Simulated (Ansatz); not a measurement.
# Zinc-blende NaH (model structure): properties by level of theory

| level (code) | equilibrium lattice constant a (Å) | enthalpy of formation (eV/atom) |
|---|---|---|
| LDA (Ansatz) | [?] | -0.224 |
| PBE (Ansatz) | 5.218 | [?] |
| r²SCAN (Ansatz) | 5.193 | -0.219 |

Problem. Some entries are withheld; supply them.

Solution. 
- LDA (Ansatz, an electronic-structure program), equilibrium lattice constant a (Å): 5.071
- PBE (Ansatz), enthalpy of formation (eV/atom): -0.147

Ansatz's density-functional and Hartree–Fock values are scalar-relativistic unless marked +SOC, with PAW data made under PBE.

The computed numbers hold no vibrational or temperature effects.

A model structure was made by putting elements into a prototype or built by hand; it is no filed structure, need not be a known phase, and can be a saddle point held by its symmetry.
